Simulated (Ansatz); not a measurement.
A computed series for Mg: pressure series

The parent structure is Mg in the hcp (Mg type) structure (space group P6_3/mmc, No. 194; a = 3.1864 Å, c = 5.2238 Å).

Cell and atoms are relaxed at each pressure.

Method: PBE in Ansatz (plane waves to 420 eV, PAW, spin-orbit coupling left out).

Notes on the quantities. enthalpy: H = E + PV relative to the base's energy.

| change | volume per atom | enthalpy |
|---|---|---|
| base | 22.97 Å³ | – |
| pressure −2 GPa | 24.47 Å³ | -0.30 eV/atom |
| pressure −1 GPa | 23.65 Å³ | -0.15 eV/atom |
| pressure 0.9 GPa | 22.42 Å³ | +0.13 eV/atom |
| pressure 2.1 GPa | 21.79 Å³ | +0.29 eV/atom |
| pressure 4.5 GPa | 20.74 Å³ | +0.61 eV/atom |
| pressure 9 GPa | 19.25 Å³ | +1.17 eV/atom |
| pressure 15 GPa | 17.83 Å³ | +1.86 eV/atom |
| pressure 22.5 GPa | 16.54 Å³ | +2.67 eV/atom |
| pressure 30 GPa | [?] | +3.42 eV/atom |

Task: Fill in the withheld entries from the trend.

Result: 
- pressure 30 GPa, volume per atom: 15.56 Å³

Load acts through the strain it causes; cell and atoms are relaxed under it. Whether these cells are dynamically stable was not tested. Competing high-pressure phases were not computed.

Ansatz is an electronic-structure program.
